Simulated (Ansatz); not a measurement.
Defect: interstitial O in monoclinic HfO2, charge state -2. Level of theory: PBE, PAW (plane waves to 420 eV; Ansatz, a quantum-chemistry and plane-wave program).

Cell of 216 host sites held at the relaxed PBE lattice; the Γ point alone; Fermi-Dirac width 0.01 eV, spin-restricted; finite-size errors left in. Energies are static. Spin-orbit coupling is left out. The charge state is imposed; whether it is stable for some Fermi level was not computed. Sites that were not tried may lie lower.

Barriers: single points on a 2×2×2 k-point mesh shifted by half a step at the bands' geometries.

The step: several atoms move together, O the farthest; the atom moves 1.60 Å along (0.22, -0.12, 0.21) of the unit cell; the moving atom starts with neighbours Hf at 2.07, Hf at 2.13, Hf at 2.17; O at 2.36, O at 2.40, O at 2.53, O at 2.61, O at 2.63 Å and ends with Hf at 2.07, Hf at 2.13, Hf at 2.17; O at 2.36, O at 2.40, O at 2.53, O at 2.61, O at 2.63 Å.

What migration barrier of this step does PBE, PAW give?

0.56 eV, the same both ways. At the saddle the moving atom has neighbours 2 Hf at 1.99; 2 O at 2.46, 2 O at 2.49 Å. The saddle point's order was not checked, and it lies on a symmetry element of the cell, where a band can be held.
